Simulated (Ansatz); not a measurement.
# CdSe under a change: pressure −2 GPa

Take CdSe in the zinc blende structure (space group F-43m, No. 216; a = 6.133 Å) as the base.

Perturbation: hydrostatic tension (pressure −2 GPa).

Method: Ansatz (a quantum-chemistry and plane-wave program) r2SCAN, without spin-orbit coupling. Γ-centred 9×9×9 mesh, Fermi–Dirac width 0.05 eV.

Volume per atom: 30.11 Å³ (base 28.84 Å³)
Density: 5.28 g/cm³ (base 5.51 g/cm³)
Lattice parameter a: 6.222 Å (base 6.133 Å)
Shortest interatomic distance: 2.694 Å (base 2.656 Å)
Band gap: 0.94 eV (base 1.04 eV)
Gap character: direct at Γ (base direct at Γ)
Mean gap deformation potential ΔEg/Δln V: -2.2 eV
Width of the top valence band: 1.95 eV (base 2.12 eV)
Electron mass: 0.088 mₑ (at Γ) (base 0.093 mₑ (at Γ))
Hole mass (degenerate bands, along [100]): 0.093, 0.75, 0.75 mₑ (at Γ) (base 0.098, 0.70, 0.70 mₑ (at Γ))

Load acts through the strain it causes; cell and atoms are relaxed under it. Effective masses come from finite differences of ±0.01 Å⁻¹. Whether these cells are dynamically stable was not tested.
